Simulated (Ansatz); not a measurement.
Worked example: self-consistent single point of NbRu (P4mm, 2 atoms in the cell) in Ansatz (a quantum-chemistry and plane-wave program).

Level of theory: LDA (PW92), default PAW files made with PBE (plane waves; Ansatz).

```xyz
2
Lattice="3.0687 0.0000 0.0000 0.0000 3.0687 0.0000 0.0000 0.0000 3.4421" Properties=species:S:1:pos:R:3 pbc="T T T"
Nb     0.0000     0.0000     0.0500
Ru     1.5344     1.5344     1.7211
```

Reference input (self-consistent single point, DFT, LDA (PW92), plane waves, default PAW files made with PBE): basis.ecutwfc = 30.9 Ry; kpoints.mp_grid.grid = 11 11 10; hamiltonian.xc = lda; hamiltonian.pseudopotentials = {kind: paw} (the program's default PAW files); scf.occupations.method = fermi_dirac; scf.occupations.width = 0.0073 Ry. This run's input differs from it in these lines:

Ansatz 0.2 input:
```diff
@@ -11,3 +11,3 @@
 kpoints:
-  mp_grid: { grid: [11, 11, 10] }
+  mp_grid: { grid: [25, 25, 23] }
 hamiltonian:
@@ -16,3 +16,3 @@
 scf:
-  occupations: { method: fermi_dirac, width: 0.0073 Ry }
+  occupations: { method: fermi_dirac, width: 0.0037 Ry }
 output:
```

Output (repeated stretches shortened):

```
SCF iter   1: F=—  HF=-10201.122777 eV  |F-HF|=—  |Δ(HF+E_count)|=         —  Δρ=6.91e-3  dr2=4.17e-3  ethr=1.77e-3  ⟨swp⟩=5.1  Hψ=85654  notcnv=0
all-band conjugate gradients solve this SCF's bands
preconditioner: auto → none
SCF iter   2: F=—  HF=-10201.123253 eV  |F-HF|=—  |Δ(HF+E_count)|=   4.76e-4  Δρ=3.86e-3  dr2=1.71e-3  ethr=1.44e-5  ⟨swp⟩=2.0  Hψ=43811  notcnv=0
SCF iter   3: F=—  HF=-10201.122938 eV  |F-HF|=—  |Δ(HF+E_count)|=   3.15e-4  Δρ=3.66e-4  dr2=5.66e-5  ethr=5.88e-6  ⟨swp⟩=2.4  Hψ=34795  notcnv=0
SCF iter   4: F=—  HF=-10201.122933 eV  |F-HF|=—  |Δ(HF+E_count)|=   4.57e-6  Δρ=2.11e-4  dr2=2.08e-5  ethr=1.95e-7  ⟨swp⟩=2.8  Hψ=37422  notcnv=0
SCF iter   5: F=—  HF=-10201.122927 eV  |F-HF|=—  |Δ(HF+E_count)|=   5.77e-6  Δρ=3.60e-5  dr2=4.46e-7  ethr=7.18e-8  ⟨swp⟩=2.0  Hψ=27976  notcnv=0
SCF iter   6: F=-10201.122927 eV  HF=-10201.122927 eV  |F-HF|=1.70e-8  |Δ(HF+E_count)|=   7.50e-8  Δρ=1.12e-5  dr2=3.10e-8  ethr=3.45e-10  ⟨swp⟩=5.0  Hψ=91302  notcnv=0
SCF 1 converged in 6 iterations: F = -10201.122927 eV  dr2 = 3.10e-8
Free energy (F): -10201.122927 eV
Internal energy: -10201.102485 eV  (E = F + TS)
E sigma→0 (E₀):  -10201.112706 eV
Entropy (-TS):   -0.020443 eV (-10.221 meV/atom)
Fermi energy:    19.841632 eV
--- Forces (eV/Å), atoms counted from 1 ---
  atom   1  Nb     0.00000000     0.00000000    -0.07498352
  atom   2  Ru    -0.00000000     0.00000000     0.07511180
--- Stress (GPa, compression-positive) ---
      -14.976211       0.000000      -0.000000
        0.000000     -14.976211       0.000000
       -0.000000       0.000000     -15.164399
  P = ⅓ Tr σ = -15.0389 GPa (-150.389 kbar)
  The stress holds the Pulay correction. Without it, at fixed plane waves, as pw.x and ABINIT print it: P = -15.0587 GPa
```

The run converged in 6 iterations. Against the reference run the free energy rises by 12.7 meV/atom, the pressure goes from -14.85 to -15.04 GPa and the largest force goes from 0.089 to 0.075 eV/Å.

The starting cell comes from a database of computed structures (which also holds hypothetical and non-ambient phases and stackings), without a prior relaxation at this level. Its lattice was rescaled by up to half a per cent. One atom was moved a little off its site on purpose. Spin polarisation is off. With a pressure of about -15 GPa the cell is away from its equilibrium volume at this level. Ansatz's pressure includes its estimate of the finite-basis (Pulay) stress.

Cost on one core of a shared machine: roughly 70 s.
